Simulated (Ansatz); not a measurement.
The starting structures come from a database of crystals and need not be the phases stable at ambient conditions.

The decay constant κ of evanescent states in the gap governs leakage through a thin film.

Data:

```
CELL_PARAMETERS angstrom
      5.51065     0.00000     0.00000
     -2.28280     5.01559     0.00000
      1.61393     2.50779     4.63395
ATOMIC_POSITIONS crystal
  Hf 0.00000 0.00000 0.00000
  Hf 0.25000 0.75000 0.50000
  Si 0.75000 0.25000 0.50000
  Si 0.50000 0.50000 0.00000
  O  0.86591 0.68080 0.81489
  O  0.93080 0.24569 0.68511
  O  0.49569 0.68080 0.18511
  O  0.93080 0.61591 0.31489
  O  0.38409 0.06920 0.68511
  O  0.31920 0.13409 0.18511
  O  0.75431 0.06920 0.31489
  O  0.31920 0.50431 0.81489
```

Space group of this cell: I4_1/amd. The cell is taken as given; by r2SCAN its mean pressure is 2.1 GPa.

Transport runs along the normal of the first two printed cell vectors, the (110) plane of the conventional cell.

The gap is the functional's own, uncorrected, and κ follows it; spin-orbit coupling is left out. Mid-gap values are interpolated between the computed energies.

Task: State the band gap and the smallest decay constant κ at mid-gap according to r2SCAN run with Ansatz (a program for electronic structure).

Result: Gap 6.09 eV on a 8×8×8 mesh; κ = 0.462 1/Å, at the zone centre.
